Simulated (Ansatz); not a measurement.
Band structure of TaNbAl6 (P4/mmm, 8 atoms in the cell).

```
TaNbAl6
1.0
    3.91003     0.00000     0.00000
    0.00000     3.91003     0.00000
    0.00000     0.00000     8.70543
Ta Al Nb
1 6 1
Cartesian
  1.95502   1.95502   4.35271
  1.95502   1.95502   0.00000
  0.00000   0.00000   4.35271
  0.00000   1.95502   2.18593
  0.00000   1.95502   6.51950
  1.95502   0.00000   2.18593
  1.95502   0.00000   6.51950
  0.00000   0.00000   0.00000
```

Computed with PBEsol, PAW files made with PBE (plane waves; Ansatz, a first-principles code).

Settings: kpoints.mp_grid.grid = 7 7 3; hamiltonian.xc = pbesol; hamiltonian.pseudopotentials = {kind: paw} (the program's default PAW files); scf.occupations.method = fermi_dirac; scf.occupations.width = 0.05 eV; kpoints.band_path.npoints = 8.

The starting cell comes from a database of computed structures (which also holds hypothetical and non-ambient phases and stackings), without a prior relaxation at this level. Its lattice was rescaled by a random factor within 2.5 % of one. Spin-orbit coupling is off. Spin polarisation is off.

Levels in eV from the Fermi level, bands 19 to 26:
```
point     19     20     21     22     23    24    25    26
-----  -----  -----  -----  -----  -----  ----  ----  ----
Γ      -1.25  -1.10  -0.06  -0.06   0.04  0.29  1.34  1.34
X      -1.61  -1.50  -0.62  -0.57   1.33  1.43  2.02  2.14
M      -2.83  -2.81  -1.99  -1.99   0.98  1.36  1.53  1.94
Z      -0.99  -0.96   0.07   0.26   0.63  0.63  0.87  0.87
R      -1.23  -1.20  -0.36  -0.30   1.33  1.47  1.61  1.68
A      -2.38  -2.38  -1.64  -1.50  -0.21  0.48  1.35  1.37
```

Bands cross the Fermi level along this path, so the cell is metallic at this level.

Keys are those of Ansatz 0.2.
